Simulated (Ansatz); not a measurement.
The (110) face of monoclinic ZrO2 can be cut between different planes. Symmetric, stoichiometric slabs relaxed in the 1x1 cell (39.4 Å²): top plane 3 O, 0.16 Å over the next in the ideal cut; top plane O, 0.26 Å over the next in the ideal cut.

All values below come from PBE (plane waves to 420 eV, PAW; Ansatz, a quantum-chemistry and plane-wave program).

Question: Order them by surface energy (lowest first) at the level PBE.

Answer: the cut with an outer spacing of 0.16 Å (1.18 J/m²), the cut with an outer spacing of 0.26 Å (1.50 J/m²)
